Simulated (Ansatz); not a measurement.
## PtSe2, thickness series

Base system: PtSe₂ in the CdI2 type structure (space group P-3m1, No. 164; a = 3.7391 Å, c = 4.6295 Å; layered).

Free-standing slabs (3 atom(s) a layer) normal to the stacking axis with 15 Å of vacuum; in-plane cell relaxed.

All numbers come from plane-wave PAW DFT at the PBEsol-D3(BJ) level (Ansatz, a quantum-chemistry and plane-wave program, 420 eV), scalar-relativistic without spin-orbit coupling.

Before the change:

The band gap is zero.

The aim is a band gap between 1.28 eV and 1.39 eV. Which of these changes reaches it?
(A) 3 layers
(B) 1 layer
(C) 2 layers

B, 1 layer. It gives 1.36 eV; 2 layers gives 0.15 eV; 3 layers gives zero. Changes not listed may reach it too

With Pt present, leaving out spin-orbit coupling can change the band edges. No phonon test of stability was made. All final runs are without spin polarisation. The zero or small gap of PtSe2 can change with the level of theory.
